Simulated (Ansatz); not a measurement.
We consider BiTe (R-3m, No. 166, 2 atoms in the cell; start mp-1227339; a measured phase of this formula has another space group), described by LDA in Ansatz (plane waves, PAW).

Run with plane-wave cutoff 520 eV, 14×14×14 k mesh, Fermi–Dirac smearing 0.05 eV, scalar-relativistic PAW data made under PBE.

Cell (relaxed at this level):

```xyz
2
Lattice="2.3802 1.3742 3.1813 -2.3802 1.3742 3.1813 0.0000 -2.7484 3.1813" Properties=species:S:1:pos:R:3 pbc="T T T"
Bi     0.0000     0.0000     4.7719
Te     0.0000     0.0000     0.0000
```

Q: Estimate the bulk modulus that the calculation returns.

A: 
- bulk modulus = 48.2 GPa

The run finds no gap.

Note: the bulk modulus is −V dP/dV from two relaxed cells at ±2 % in volume; the relaxation could not lower the start's symmetry, so the cell can be a saddle point above a distorted one.

Spin–orbit coupling is not included; it can open a gap where bands touch, and shift volumes and moduli.

The computed numbers hold no vibrational or temperature effects.

Computing time: about 100 core-seconds (a rough figure).

A start named mp-… is a Materials Project structure, which need not be a measured phase.

Ansatz is a quantum-chemistry and plane-wave program.
